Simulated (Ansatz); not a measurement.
Consider MoS₂ (space group P6_3/mmc, No. 194; a = 3.1493 Å, c = 12.0895 Å; layered, stacked along the Cartesian z axis). Axes: x lies along a and z along c of the hexagonal cell.

Computed with Ansatz (an electronic-structure program) PBE-D3(BJ), scalar-relativistic without spin-orbit coupling.

Perturbation: the cell is scaled by 0.9700 in all directions; the atoms relax in the strained cell.

Task: Predict the stress tensor and what it implies for the stiffness.

Result: Stress of the strained cell less that of the base (GPa, compression positive):
```
  10.59    0.00    0.00
   0.00   10.59    0.00
   0.00    0.00    3.96
```

Then B = −ΔP/(ΔV/V₀) with ΔV/V₀ = -0.0873 gives secant stiffness values (nonlinear terms included at this strain): B (at held cell shape, above the free-shape value) ≈ 96 GPa.

As a check, the harmonic strain energy −½ V₀ Δσ:ε is 41 meV/atom; the computed energy rise is 36 meV/atom.

No phonon test of stability was made.
